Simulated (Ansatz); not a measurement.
The starting structures come from a database of crystals and need not be the phases stable at ambient conditions.

By PBEsol, the system below comes out a metal.

Here is the system:

```
Al3Sc
1.0
    4.02559     0.00000     0.00000
    0.00000     4.02559     0.00000
    2.01280    -2.01280     4.42319
Sc Al
1 3
Direct
  0.00000   0.00000   0.00000
  0.25000   0.25000   0.50000
  0.75000   0.75000   0.50000
  0.50000   0.50000   0.00000
```

Space group of this cell: I4/mmm. The cell is taken as given; by PBEsol its mean pressure is -2.4 GPa.

The current flows along the normal of the first two printed cell vectors, the (001) plane of the conventional cell. No spin-orbit coupling; the value is a mean over 0.1 eV about the Fermi level.

### Question
Give the ballistic conductance per area that PBEsol (Ansatz, a quantum-chemistry and plane-wave program) yields.

### Answer
0.88 × 10¹⁵ S/m² for both spins.
